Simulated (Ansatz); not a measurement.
Ansatz (a first-principles code) run on AlRh (P4mm, 2 atoms in the cell): self-consistent single point.

Level of theory: LDA (PW92), default PAW files made with PBE (plane waves; Ansatz).

```yaml
crystal:
  lattice:
    - [2.99221, 0.00000, 0.00000]
    - [0.00000, 2.99221, 0.00000]
    - [0.00000, 0.00000, 2.99221]
  atoms:
    - { symbol: Al, position: [0.00000, 0.00000, 0.01671] }
    - { symbol: Rh, position: [0.50000, 0.50000, 0.50000] }
```

Reference input (self-consistent single point, DFT, LDA (PW92), plane waves, default PAW files made with PBE): basis.ecutwfc = 420 eV; kpoints.mp_grid.grid = 11 11 11; hamiltonian.xc = lda; hamiltonian.pseudopotentials = {kind: paw} (the program's default PAW files); scf.occupations.method = gaussian; scf.occupations.width = 0.1 eV. This run's input differs from it in these lines:

Ansatz 0.2 input:
```diff
@@ -11,3 +11,3 @@
 kpoints:
-  mp_grid: { grid: [11, 11, 11] }
+  mp_grid: { grid: [18, 18, 18] }
 hamiltonian:
@@ -16,3 +16,3 @@
 scf:
-  occupations: { method: gaussian, width: 0.1 }
+  occupations: { method: gaussian, width: 1.0 }
 output:
```

Log, with long lists cut:

```
SCF iter   1: F=—  HF=-6793.866425 eV  |F-HF|=—  |Δ(HF+E_count)|=         —  Δρ=8.44e-3  dr2=1.38e-2  ethr=1.77e-3  ⟨swp⟩=4.9  Hψ=37887  notcnv=0
all-band conjugate gradients solve this SCF's bands
preconditioner: auto → none
SCF iter   2: F=—  HF=-6793.864946 eV  |F-HF|=—  |Δ(HF+E_count)|=   1.48e-3  Δρ=4.81e-3  dr2=4.96e-3  ethr=6.92e-5  ⟨swp⟩=1.0  Hψ=12650  notcnv=0
SCF iter   3: F=—  HF=-6793.863842 eV  |F-HF|=—  |Δ(HF+E_count)|=   1.10e-3  Δρ=3.98e-4  dr2=3.67e-5  ethr=2.48e-5  ⟨swp⟩=1.9  Hψ=10238  notcnv=0
SCF iter   4: F=—  HF=-6793.863838 eV  |F-HF|=—  |Δ(HF+E_count)|=   4.09e-6  Δρ=1.09e-4  dr2=1.58e-6  ethr=1.84e-7  ⟨swp⟩=2.4  Hψ=12699  notcnv=0
SCF iter   5: F=—  HF=-6793.863838 eV  |F-HF|=—  |Δ(HF+E_count)|=   1.58e-7  Δρ=2.46e-5  dr2=1.32e-7  ethr=7.88e-9  ⟨swp⟩=2.4  Hψ=12983  notcnv=0
SCF iter   6: F=-6793.863838 eV  HF=-6793.863838 eV  |F-HF|=9.80e-10  |Δ(HF+E_count)|=   3.87e-8  Δρ=6.07e-6  dr2=2.81e-9  ethr=5.00e-10  ⟨swp⟩=4.5  Hψ=28759  notcnv=0
SCF 1 converged in 6 iterations: F = -6793.863838 eV  dr2 = 2.81e-9
Free energy (F): -6793.863838 eV
Internal energy: -6793.534400 eV  (E = F + TS)
E sigma→0 (E₀):  -6793.699119 eV
Entropy (-TS):   -0.329437 eV (-164.719 meV/atom)
Fermi energy:    16.278581 eV
--- Forces (eV/Å), atoms counted from 1 ---
  atom   1  Al     0.00000000     0.00000000    -0.27625016
  atom   2  Rh    -0.00000000     0.00000000     0.27629052
--- Stress (GPa, compression-positive) ---
       -7.126912       0.000000       0.000000
        0.000000      -7.126912       0.000000
        0.000000       0.000000      -7.238392
  P = ⅓ Tr σ = -7.1641 GPa (-71.641 kbar)
  The stress holds the Pulay correction. Without it, at fixed plane waves, as pw.x and ABINIT print it: P = -7.2364 GPa
```

The run converged in 6 iterations. Against the reference run the free energy falls by 75.9 meV/atom, the pressure goes from -8.71 to -7.16 GPa and the largest force moves little (0.273 to 0.276 eV/Å).

The starting cell comes from a database of computed structures (which also holds hypothetical and non-ambient phases and stackings), without a prior relaxation at this level. Its lattice was rescaled by up to half a per cent. One atom was moved a little off its site on purpose. Spin polarisation is off. With a pressure of about -7 GPa the cell is away from its equilibrium volume at this level. Ansatz's pressure includes its estimate of the finite-basis (Pulay) stress.
